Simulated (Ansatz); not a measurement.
Base system: Cd in the hcp (Mg type) structure (space group P6_3/mmc, No. 194; relaxed with 0.1 eV smearing).

```
CELL_PARAMETERS angstrom
      3.02943     0.00000     0.00000
     -1.51472     2.62357     0.00000
      0.00000     0.00000     5.75892
ATOMIC_POSITIONS crystal
  Cd 0.66667 0.33333 0.75000
  Cd 0.33333 0.66667 0.25000
```

Cartesian axes are those of the cell as printed.

Calculations: PBE (Ansatz, a first-principles code, PAW, no spin-orbit coupling).

Base values:

The pressure is 0.0 GPa and the volume per atom is 22.89 Å³.

Perturbation: compressive biaxial strain of 1.50 % in the plane normal to [001], as in epitaxy on a mismatched substrate; the out-of-plane cell vector and the atoms relax.

Question: What happens to the pressure?

Answer: The pressure (mean of the normal stresses, compression positive) goes from zero to 0.9 GPa.

Question: Estimate the effect on the volume per atom.

Answer: The volume per atom drops by 0.19 Å³ (22.89 Å³ → 22.70 Å³).

No phonon test of stability was made.
